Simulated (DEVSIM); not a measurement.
System: Al/AlN/n-Si capacitor, at 300 K.

| layer (left to right) | material | thickness (nm) | Nd (cm⁻³) |
|---|---|---|---|
| 1 | AlN | 4.50 | - |
| 2 | Si | 4100 | 2e16 |

Metal gate on the left, work function 4.1 eV. Fixed charge at the semiconductor interface 4.6e10 cm⁻² (in units of +e); no interface traps.

Constants are typed, rounded textbook-type inputs, not results; the design itself was drawn at random and stands for no fabricated device. Values at 300 K.

```
parameter      AlN       Si
-------------  ---  -------
gap (eV)       6.1    1.124
affinity (eV)  1.9     4.05
permittivity   8.5     11.7
Nc (cm⁻³)        -  2.86e19
Nv (cm⁻³)        -   3.1e19
```

Model (solved in DEVSIM): 1D Poisson equation in equilibrium, Boltzmann statistics, complete ionisation; no quantum confinement or tunnelling. Metal contacts follow the ideal Schottky-Mott rule: no Fermi-level pinning, no interface dipoles.

The gate work function was swept, all else fixed.

```json
[
 {"gate work function (eV)": "3.8", "flat-band voltage (V)": "-0.44", "threshold voltage (band bending 2φF) (V)": "-1.23"},
 {"gate work function (eV)": "3.95", "flat-band voltage (V)": "-0.29", "threshold voltage (band bending 2φF) (V)": "-1.08"},
 {"gate work function (eV)": "4.1", "flat-band voltage (V)": "-0.14", "threshold voltage (band bending 2φF) (V)": "-0.93"},
 {"gate work function (eV)": "4.25", "flat-band voltage (V)": "0.01", "threshold voltage (band bending 2φF) (V)": "-0.78"},
 {"gate work function (eV)": "4.4", "flat-band voltage (V)": "0.16", "threshold voltage (band bending 2φF) (V)": "-0.63"}
]
```

From the first row to the last the flat-band voltage goes from -0.44 to 0.16. From the first row to the last the threshold voltage (band bending 2φF) goes from -1.23 to -0.63.
